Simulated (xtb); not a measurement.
xtb 6.7.1, GFN2-xTB: Ti(SH)3(amdMe) (CC1[N](C)[Ti]([SH])([SH])([SH])<-[N]=1C), 22 atoms. The geometry is a generated start, not checked to be a minimum at this level.

```json
{
  "method": "GFN2-xTB",
  "--acc": "1 (default)",
  "--etemp (K)": "300 (default)",
  "detailed input (--input)": "none: ANC optimiser, Lindh (1995) Hessian, microcycle=20, maxdispl=1.0, hlow=0.01 (default)",
  "basis_functions": "76",
  "valence_electrons": "60"
}
```

```xyz
22

Ti     0.3312     1.3901     0.2292
S     -0.8409     2.7383     1.7470
H     -1.0312     3.7113     0.8483
S      2.0691     0.9281     1.7240
H      1.8098     1.9096     2.5909
S      0.9266     3.0320    -1.2978
H      2.1401     3.0773    -0.7166
C     -0.6052    -2.2817    -0.4122
C     -0.3210    -0.8061    -0.3927
N     -1.1636     0.1194     0.0619
C     -2.4160    -0.2147     0.7010
N      0.7849    -0.2404    -0.8405
C      1.9214    -0.9997    -1.3002
H      0.3163    -2.8518    -0.3240
H     -1.0855    -2.5350    -1.3582
H     -1.2744    -2.5572     0.3992
H     -2.8848     0.7143     1.0340
H     -3.0892    -0.7168    -0.0020
H     -2.2636    -0.8592     1.5773
H      2.6433    -0.3024    -1.7297
H      2.4038    -1.5323    -0.4693
H      1.6292    -1.7230    -2.0695
```

Charge 0 and multiplicity 1 are set for this test and not shown to be the ground state.

The structure is relaxed from this start with --opt LEVEL for the levels crude, sloppy, loose, lax, normal, tight, vtight, extreme, once each. Up to the end of the extreme run atoms move by at most 2.4 Å along an axis.

Q: What is the loosest level that ends within 5 meV of the extreme run, and how many cycles does it take?

A: vtight: 159 cycles against 173, ending 0.11 meV above.

| level | cycles | energy above the extreme run (meV) | gradient norm (eV/Å) |
|---|---|---|---|
| crude | 1 | 40 | 0.14 |
| sloppy | 1 | 40 | 0.14 |
| loose | 1 | 40 | 0.14 |
| lax | 16 | 28 | 0.065 |
| normal | 39 | 15 | 0.027 |
| tight | 47 | 14 | 0.020 |
| vtight | 159 | 0.11 | 0.010 |
| extreme | 173 | — | 0.0020 |
